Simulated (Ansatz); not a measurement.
How far to go with the k-point mesh: SnTe (I4mm, 2 atoms in the cell)

```yaml
crystal:
  lattice:
    - [0.00000, 3.14420, 3.14420]
    - [3.14420, 0.00000, 3.14420]
    - [3.14420, 3.14420, 0.00000]
  atoms:
    - { symbol: Sn, position: [0.00795, 0.00795, 0.99205] }
    - { symbol: Te, position: [0.50000, 0.50000, 0.50000] }
```

Method: PBEsol, PAW files made with PBE (plane waves; Ansatz, a first-principles code).

Base settings: basis.ecutwfc = 420 eV; kpoints.mp_grid.grid = 7 7 7; hamiltonian.xc = pbesol; hamiltonian.pseudopotentials = {kind: paw} (the program's default PAW files); scf.occupations.method = fermi_dirac; scf.occupations.width = 0.01 eV.

The second cell is the first with its lattice scaled by 0.98.

Only quantities that move along the ladder and can be compared are tabulated.

The count of work is k-points × plane waves × bands × iterations; it is no time. 

The starting cell has typed, rounded lattice constants, without a prior relaxation at this level. Its lattice was rescaled by up to half a per cent. One atom was moved a little off its site on purpose. Spin-orbit coupling is off. Ansatz's pressure includes its estimate of the finite-basis (Pulay) stress.

Steps (kpoints.mp_grid.grid): 2 2 2; 3 3 3; 4 4 4; 5 5 5; 6 6 6; 7 7 7; 8 8 8; 9 9 9; 10 10 10; 11 11 11; 12 12 12; 13 13 13; 14 14 14; 16 16 16; 18 18 18; 20 20 20.

Task: What is the coarsest kpoints.mp_grid.grid that holds the pressure within 0.05 GPa of the last step, with all finer ones?

Result: 8 8 8, at 0.092 of the last step's count of work; the step before is off by 0.10 GPa.

Task: What is the coarsest kpoints.mp_grid.grid that holds the forces within 0.01 eV/Å of the last step, with all finer ones?

Result: 9 9 9, at 0.14 of the last step's count of work; the step before is off by 0.015 eV/Å.

```csv
kpoints.mp_grid.grid,free energy less the last step's (meV/atom),energy of the compressed cell less the first (meV/atom),pressure (GPa),largest difference of a force vector from the last step's (eV/Å),gap on the mesh (eV),count of work / last
2 2 2,941.96,59.93,3.29,0.528,0.195,0.0083
3 3 3,-49.42,17.75,-0.05,0.050,1.560,0.011
4 4 4,-5.89,10.00,-0.64,0.102,0.186,0.024
5 5 5,-4.03,16.29,-0.07,0.024,0.888,0.033
6 6 6,-1.47,18.02,-0.01,0.033,0.198,0.047
7 7 7,-3.01,16.88,-0.05,0.007,0.677,0.062
8 8 8,0.33,18.39,0.05,0.015,0.200,0.092
9 9 9,-1.06,17.97,0.02,0.003,0.540,0.14
10 10 10,-0.06,18.11,0.03,0.006,0.201,0.16
11 11 11,-0.28,18.23,0.04,0.002,0.456,0.20
12 12 12,-0.11,18.18,0.04,0.003,0.201,0.25
13 13 13,-0.11,18.22,0.05,0.001,0.380,0.31
14 14 14,-0.06,18.24,0.04,0.001,0.201,0.38
16 16 16,-0.03,18.25,0.05,0.001,0.202,0.54
18 18 18,-0.01,18.24,0.05,0.000,0.202,0.75
20 20 20,0.00,18.24,0.05,0.000,0.191,1.0
```

The energy difference between the two cells stays within 1 meV/atom of the last step's from 8 8 8 on, the total only from 10 10 10 on: much of the error is common to both cells and cancels.

The gap on the mesh jumps up and down from mesh to mesh; it is no smooth measure of convergence.

Keys are those of Ansatz 0.2.
